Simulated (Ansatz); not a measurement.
Start from BeSe in the zinc blende structure (space group F-43m, No. 216; a = 5.1289 Å). Axes: x, y, z lie along the cube axes.

The values are results of Ansatz (a program for electronic structure) PBEsol, no spin-orbit coupling, not measurements.

The change: the cell is scaled by 0.9950 in all directions, atoms relaxed at fixed cell.

Predict the stress tensor and what it implies for the stiffness.

Stress of the strained cell less that of the base (GPa, compression positive):
```
   1.23    0.00    0.00
   0.00    1.23    0.00
   0.00    0.00    1.23
```

Then B = −ΔP/(ΔV/V₀) with ΔV/V₀ = -0.0149 gives secant stiffness values (nonlinear terms included at this strain): B ≈ 82 GPa.

Whether these cells are dynamically stable was not tested.
